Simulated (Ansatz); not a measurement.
Candidates (primitive cells; geometry: relaxed with this functional, without spin-orbit coupling):
A. V (Im-3m), a = b = c = 2.5625 Å, α = β = γ = 109.47°
B. Nb (Im-3m), a = b = c = 2.8342 Å, α = β = γ = 109.47°
C. Mo (Im-3m), a = b = c = 2.7113 Å, α = β = γ = 109.47°

Order them by logarithmic mean phonon energy (highest first) at the level PBEsol, DFPT electron-phonon coupling, linearised Boltzmann equation in Ansatz (a quantum-chemistry and plane-wave program).

C (23 meV), A (16.7 meV), B (11.6 meV)

Metals; harmonic phonons. Halving the electron mesh moves these values by up to 3 %; q meshes are mostly untested. Some of the runs warned that the eigensolver left states short of its tolerance. Spin-orbit coupling is left out.

Treated as nonmagnetic (a ferromagnetic start lost its moment, other orders weren't tried): V (Im-3m).
